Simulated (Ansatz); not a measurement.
BeS, response to strain

The parent structure is BeS in the zinc blende structure (space group F-43m, No. 216).

```cif
data_BeS
_chemical_formula_sum 'Be1 S1'
_space_group_name_H-M_alt 'P 1'
_space_group_IT_number 1
_cell_length_a 3.44264
_cell_length_b 3.44264
_cell_length_c 3.44264
_cell_angle_alpha 60.000
_cell_angle_beta 60.000
_cell_angle_gamma 60.000
loop_
_space_group_symop_operation_xyz
  'x, y, z'
loop_
_atom_site_label
_atom_site_type_symbol
_atom_site_fract_x
_atom_site_fract_y
_atom_site_fract_z
_atom_site_occupancy
Be1 Be 0.00000 0.00000 0.00000 1
S1 S 0.25000 0.25000 0.25000 1
```

Strains are applied to the cell and any free atomic positions relax.

Computed with Ansatz (a program for electronic structure), r2SCAN, PAW, cutoff 500 eV, no spin-orbit coupling.

Candidates:
(a) isotropic strain +0.50 %
(b) isotropic strain +1.50 %
(c) isotropic strain +2.00 %

Before the change:

- Smallest direct gap: 6.22 eV

### Question
Order them by smallest direct gap, lowest first.

### Answer
(c) isotropic strain +2.00 % (6.06 eV), (b) isotropic strain +1.50 % (6.16 eV), (a) isotropic strain +0.50 % (6.22 eV)

Stability against distortions was not tested.
